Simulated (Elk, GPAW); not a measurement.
A GPAW input for a self-consistent single point of Mg3CdO4 (Pm-3m, 8 atoms in the cell) (DFT LDA (Perdew-Wang 92), plane waves, GPAW PAW datasets LDA (gpaw-data 1.0.1)):

```python
from ase import Atoms
from ase.units import GPa
from gpaw import GPAW

atoms = Atoms(['Mg', 'Mg', 'Mg', 'Cd', 'O', 'O', 'O', 'O'],
              cell=[[4.446640, 0.000000, 0.000000],
                    [0.000000, 4.446640, 0.000000],
                    [0.000000, 0.000000, 4.446640]],
              scaled_positions=[[0.000000, 0.500000, 0.500000],
                                [0.500000, 0.000000, 0.500000],
                                [0.500000, 0.500000, 0.000000],
                                [0.000000, 0.000000, 0.000000],
                                [0.500000, 0.000000, 0.000000],
                                [0.000000, 0.500000, 0.000000],
                                [0.000000, 0.000000, 0.500000],
                                [0.500000, 0.500000, 0.500000]],
              pbc=True)

calc = GPAW(mode={'name': 'pw', 'ecut': 900},
            xc='LDA',
            kpts={'size': (6, 6, 6), 'gamma': True},
            occupations={'name': 'fermi-dirac', 'width': 0.0},
            nbands=-4,
            convergence={'forces': 0.001, 'bands': -2},
            symmetry={'symmorphic': False, 'tolerance': 0.0005},
            maxiter=120,
            txt='-')

atoms.calc = calc

energy = atoms.get_potential_energy()
print('Energy (eV):', round(energy, 6))
forces = atoms.get_forces()
print('Forces (eV/Ang):')
print(forces.round(5))
stress = atoms.get_stress()
print('Stress (GPa, Voigt):', (stress / GPa).round(4))
```

**Question.** Give the Elk input for the same structure, mesh, smearing and functional.

**Answer.** This is the input that was run; spellings and numerical settings could be chosen otherwise.

```
tasks
  0

xctype
  3

rgkmax
  7.0

rmtscf
  0.89

stype
  0

swidth
  0.0001

avec
    8.4029317748    0.0000000000    0.0000000000
    0.0000000000    8.4029317748    0.0000000000
    0.0000000000    0.0000000000    8.4029317748

sppath
  './'

atoms
  3   : nspecies
  'Mg.in'   : spfname
  3   : natoms; atposl, bfcmt below
  0.0000000000  0.5000000000  0.5000000000    0.0 0.0 0.0
  0.5000000000  0.0000000000  0.5000000000    0.0 0.0 0.0
  0.5000000000  0.5000000000  0.0000000000    0.0 0.0 0.0
  'Cd.in'   : spfname
  1   : natoms; atposl, bfcmt below
  0.0000000000  0.0000000000  0.0000000000    0.0 0.0 0.0
  'O.in'   : spfname
  4   : natoms; atposl, bfcmt below
  0.5000000000  0.0000000000  0.0000000000    0.0 0.0 0.0
  0.0000000000  0.5000000000  0.0000000000    0.0 0.0 0.0
  0.0000000000  0.0000000000  0.5000000000    0.0 0.0 0.0
  0.5000000000  0.5000000000  0.5000000000    0.0 0.0 0.0

ngridk
  6 6 6
```

Basis, cutoffs, solver keys and any potentials are the target program's own. This input uses DFT, LDA (PW92), all-electron FP-LAPW, Elk's shipped species files, default APW+lo basis. LDA parametrisations can differ slightly between programs. Both were run: gap on the mesh 0.950 eV in GPAW and 0.959 in Elk.

On Elk: the starting cell comes from a database of computed structures (which also holds hypothetical and non-ambient phases and stackings), without a prior relaxation at this level. Values depend on the basis (sphere radii, cutoffs, local orbitals), which need not be converged.

On GPAW: the starting cell comes from a database of computed structures (which also holds hypothetical and non-ambient phases and stackings), without a prior relaxation at this level.
